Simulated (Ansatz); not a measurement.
1T (CdI2-type) PtTe2 was calculated with PBE in Ansatz (PAW).

Run with plane-wave cutoff 500 eV, 12×12×8 k mesh (along the axes of the cell as run), Fermi–Dirac smearing 0.05 eV, scalar-relativistic PAW data made under PBE.

Computed at the level's own relaxed cell.

Give the computed equilibrium volume per atom, lattice parameter a and c axis length.


- equilibrium volume per atom: 25.99 Å³/atom
- lattice parameter a: 4.089 Å
- c axis length: 5.386 Å

Measured, for comparison: lattice constant a 4.026 Å, lattice parameter c 5.221 Å (temperature not stated, not corrected to a static lattice; as tabulated in Pelayo et al. (2023), arXiv:2312.15371). Computed (rounded) less measured: lattice constant a +1.6 %, lattice parameter c +3.2 %.

Note: the cell comes from a level without a dispersion term, which matters for the spacing of layers, chains or molecules.

Spin–orbit coupling is not included.

Computed values are for the static lattice.

Ansatz is a program for electronic structure.
